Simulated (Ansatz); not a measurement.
System: ZnO (P4₂/mnm, No. 136, 8 atoms in the cell; start mp-1093993; a measured phase of this formula has another space group). Method: LDA (PAW; Ansatz, a first-principles code).

Run with plane-wave cutoff 520 eV, 6×6×10 k mesh (along the axes of the cell as run), Fermi–Dirac smearing 0.01 eV, scalar-relativistic PAW data made under PBE.

Cell (relaxed at this level):

```xyz
8
Lattice="5.4382 0.0000 0.0000 0.0000 5.4382 0.0000 0.0000 0.0000 3.2049" Properties=species:S:1:pos:R:3 pbc="T T T"
Zn     0.9912     0.9912     1.6025
Zn     4.4471     4.4471     1.6025
Zn     1.7280     3.7103     0.0000
Zn     3.7103     1.7280     0.0000
O      4.4476     0.9906     1.6025
O      0.9906     4.4476     1.6025
O      1.7285     1.7285     0.0000
O      3.7098     3.7098     0.0000
```

Question: What does this level give for the band gap and bulk modulus?

Answer: 
- band gap = 0.78 eV (on the SCF k mesh)
- bulk modulus = 142 GPa

Note: the relaxation could not lower the start's symmetry, so the cell can be a saddle point above a distorted one; the bulk modulus is −V dP/dV from two relaxed cells at ±2 % in volume.

A start named mp-… is a Materials Project structure, which need not be a measured phase.
